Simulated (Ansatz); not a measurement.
Ansatz (a first-principles code) run on MnCrF5 (C2/c, 14 atoms in the cell): self-consistent single point.

Computed with LDA (PW92), default PAW files made with PBE (plane waves; Ansatz).

```
CELL_PARAMETERS angstrom
      4.29300    -3.14550     0.00000
      4.29300     3.14550     0.00000
     -3.17295     0.00000     6.66420
ATOMIC_POSITIONS crystal
  Mn 0.46670 0.53330 0.25000
  Mn 0.53330 0.46670 0.75000
  Cr 0.00000 0.00000 0.00000
  Cr 0.00000 0.00000 0.50000
  F  0.07970 0.92030 0.25000
  F  0.92030 0.07970 0.75000
  F  0.31300 0.71800 0.96660
  F  0.28200 0.68700 0.53340
  F  0.68700 0.28200 0.03340
  F  0.71800 0.31300 0.46660
  F  0.79330 0.72730 0.87650
  F  0.27270 0.20670 0.62350
  F  0.20670 0.27270 0.12350
  F  0.72730 0.79330 0.37650
```
Moments meant for the start (each program seeds them in its own way; μB, in the order of the atoms Mn Mn Cr Cr F F F F F F F F F F): 4.0 4.0 3.0 3.0 0.0 0.0 0.0 0.0 0.0 0.0 0.0 0.0 0.0 0.0.

Reference input (self-consistent single point, DFT, LDA (PW92), plane waves, default PAW files made with PBE): basis.ecutwfc = 420 eV; kpoints.mp_grid.grid = 3 3 3; hamiltonian.xc = lda; hamiltonian.pseudopotentials = {kind: paw} (the program's default PAW files); magnetization.spin_polarized = true; scf.occupations.method = cold; scf.occupations.width = 0.2 eV. This run's input differs from it in these lines:

Ansatz 0.2 input:
```diff
@@ -24,3 +24,3 @@
   mp_grid:
-    grid: [3, 3, 3]
+    grid: [7, 7, 5]
 hamiltonian:
```

Log, with long lists cut:

```
SCF iter   1: F=—  HF=-22284.534693 eV  |F-HF|=—  |Δ(HF+E_count)|=         —  Δρ=1.66e-1 (↑1.41e-1 ↓1.66e-1)  dr2=1.64e2  dr2_m=1.34e0  M=10.880 μB ∫|m|=10.932 μB  β_m=0.30  ethr=3.10e-3  ⟨swp⟩=5.5  Hψ=45837  notcnv=0  defer=227
Mixer restart at iter 1: flushing history
all-band conjugate gradients solve this SCF's bands
preconditioner: auto → Kerker (q_TF=auto, 2.578 Å⁻¹)
   [... lines left out ...]
SCF iter  22: F=—  HF=-22270.836448 eV  |F-HF|=—  |Δ(HF+E_count)|=   1.50e-7  S|Δr|=   3.82e-8  Δρ=1.12e-5 (↑1.12e-5 ↓9.17e-6)  dr2=5.21e-7  dr2_m=1.47e-8  M=4.000 μB ∫|m|=15.318 μB  β_m=0.63  ethr=7.70e-11  ⟨swp⟩=2.8  Hψ=21251  notcnv=0
SCF iter  23: F=-22270.836448 eV  HF=-22270.836448 eV  |F-HF|=2.92e-8  |Δ(HF+E_count)|=   1.35e-7  S|Δr|=   2.52e-8  Δρ=3.50e-6 (↑2.51e-6 ↓3.50e-6)  dr2=3.52e-8  dr2_m=5.73e-9  M=4.000 μB ∫|m|=15.318 μB  ethr=7.70e-11  ⟨swp⟩=3.0  Hψ=43987  notcnv=0
SCF 1 converged in 23 iterations: F = -22270.836448 eV  dr2 = 3.52e-8
WARN: the starting moments were not kept: 2 of 4 ended reversed and 2 kept their direction, counting a site from 0.1 μB …
   [... lines left out ...]
WARN: an SCF from antiferromagnetic starting moments (-4.59, 4.59, 3.00, -3.00, 0.00, 0.00, 0.00, 0.00, 0.00, 0.00, 0.00, 0.00, 0.00, 0.00 Bohr magnetons, atom …
Absolute magnetization: 15.3299 μB (∫|ρ↑−ρ↓|, with the PAW one-centre terms)
Free energy (F): -22270.836448 eV
Fermi energy:    5.920920 eV
Smearing:        width narrowed from 0.2000 eV (input) to 0.1180 eV after iteration 20, whose occupations did not sum to the number of electrons (Fermi level …
   [... lines left out ...]
  atom  14  F     -0.28719060    -0.04217552    -0.14699581
--- Stress (GPa, compression-positive) ---
       -6.888399       0.000000      -0.606322
        0.000000      -5.397854       0.000000
       -0.606321       0.000000      -5.665400
  P = ⅓ Tr σ = -5.9839 GPa (-59.839 kbar)
  The stress holds the Pulay correction. Without it, at fixed plane waves, as pw.x and ABINIT print it: P = -6.9737 GPa
```

The run converged in 23 iterations. Against the reference run the free energy hardly moves (within 1 meV/atom), the pressure stays at -5.98 GPa, the largest force moves little (0.326 to 0.325 eV/Å), the gap on the mesh goes from 0.831 to 0.817 eV and the size of the net moment stays at 0.29 μB/atom.

The starting cell comes from a database of published, mostly measured structures (it also holds non-ambient and calculated ones), without a prior relaxation at this level. The magnetic order is the one reached from the typed start; others were not searched systematically. The program warned that a starting moment was not kept. The program warned that, by what it read of turns of the moments, another magnetic order lies lower. With a pressure of about -6 GPa the cell is away from its equilibrium volume at this level. Ansatz's pressure includes its estimate of the finite-basis (Pulay) stress. Without the estimate this run gives -6.97 GPa.

Cost on one core of a shared machine: roughly 3 min.
